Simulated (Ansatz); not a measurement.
A self-consistent single point of the (001) slab of W (cut from a parent of space group no. 229; 8 atoms in the cell) with Ansatz (a program for electronic structure).

Level of theory: LDA (PW92), PAW files made with PBE (plane waves; Ansatz).

The change in words: lattice scaled in the plane by 0.985. Reference geometry:
```
W
1.0
    3.21122     0.00000     0.00000
    0.00000     3.21122     0.00000
    0.00000     0.00000    21.09610
W
8
Direct
  0.00000   0.00000   0.31215
  0.50000   0.50000   0.23701
  0.00000   0.00000   0.46243
  0.50000   0.50000   0.38729
  0.00000   0.00000   0.61271
  0.50000   0.50000   0.53757
  0.00000   0.00000   0.76299
  0.50000   0.50000   0.68785
```

Reference input (self-consistent single point, DFT, LDA (PW92), plane waves, PAW files made with PBE): kpoints.mp_grid.grid = 8 8 1; hamiltonian.xc = lda; hamiltonian.pseudopotentials = {kind: paw} (the program's default PAW files); scf.occupations.method = cold; scf.occupations.width = 0.1 eV. This run's input differs from it in these lines:

```diff
@@ -2,4 +2,4 @@
   lattice:
-    - [3.211217, 0.000000, 0.000000]
-    - [0.000000, 3.211217, 0.000000]
+    - [3.163049, 0.000000, 0.000000]
+    - [0.000000, 3.163049, 0.000000]
     - [0.000000, 0.000000, 21.096100]
```

Output, abridged:

```
SCF iter   1: F=—  HF=-81044.402710 eV  |F-HF|=—  |Δ(HF+E_count)|=         —  Δρ=6.05e-2  dr2=8.26e1  ethr=3.10e-3  ⟨swp⟩=8.3  Hψ=4547  notcnv=0
all-band conjugate gradients solve this SCF's bands
preconditioner: auto → LDOS
SCF iter   2: F=—  HF=-81041.105383 eV  |F-HF|=—  |Δ(HF+E_count)|=    3.30e0  S|Δr|=    0.00e0  Δρ=3.65e-2  dr2=1.92e1  ethr=3.10e-3  ⟨swp⟩=4.7  Hψ=2631  notcnv=0  defer=58
   [... lines left out ...]
SCF iter   9: F=—  HF=-81039.369417 eV  |F-HF|=—  |Δ(HF+E_count)|=   6.37e-7  S|Δr|=    0.00e0  Δρ=1.39e-5  dr2=1.72e-6  ethr=1.51e-8  ⟨swp⟩=2.1  Hψ=1279  notcnv=0  defer=60
SCF iter  10: F=—  HF=-81039.369417 eV  |F-HF|=—  |Δ(HF+E_count)|=   8.52e-8  S|Δr|=    0.00e0  Δρ=4.95e-6  dr2=1.96e-7  ethr=1.54e-9  ⟨swp⟩=2.4  Hψ=1338  notcnv=0  defer=60
SCF iter  11: F=-81039.369417 eV  HF=-81039.369417 eV  |F-HF|=9.43e-9  |Δ(HF+E_count)|=   3.01e-8  S|Δr|=    0.00e0  Δρ=1.37e-6  dr2=1.48e-8  ethr=8.93e-11  ⟨swp⟩=15.3  Hψ=4911  notcnv=0
SCF 1 converged in 11 iterations: F = -81039.369417 eV  dr2 = 1.48e-8
Stability not checked (fill_not_monotonic)
Free energy (F): -81039.369417 eV
Internal energy: -81039.375564 eV  (E = F + TS)
E sigma→0 (E₀):  -81039.371466 eV
Entropy (-TS):   0.006147 eV (0.768 meV/atom)
Fermi energy:    11.517917 eV
--- Forces (eV/Å), atoms counted from 1 ---
  atom   1  W     -0.00000000     0.00000000    -1.67474748
  atom   2  W     -0.00000000     0.00000000     2.36495473
  atom   3  W      0.00000000     0.00000000     0.04827428
  atom   4  W      0.00000000     0.00000000    -0.01041862
   [... lines left out ...]
  atom   8  W     -0.00000000     0.00000000     1.67474748
--- Stress (GPa, compression-positive) ---
      -12.030087      -0.000000      -0.000000
       -0.000000     -12.030087      -0.000000
       -0.000000      -0.000000      -9.862363
  P = ⅓ Tr σ = -11.3075 GPa (-113.075 kbar)
  The stress holds the Pulay correction. Without it, at fixed plane waves, as pw.x and ABINIT print it: P = -11.3380 GPa
```

The run converged in 11 iterations. Against the reference run the free energy falls by 73.7 meV/atom and the largest force goes from 2.733 to 2.365 eV/Å.

The starting cell comes from a database of computed structures (which also holds hypothetical and non-ambient phases and stackings), without a prior relaxation at this level. The slab is cut from that crystal, and its faces are unrelaxed. Its lattice was rescaled in the plane by a random factor within 2.5 % of one. For this run, on top of that: lattice scaled in the plane by 0.985. Spin-orbit coupling is off. Spin polarisation is off. Forces in this geometry exceed 1 eV/Å.

Keys are those of Ansatz 0.2.
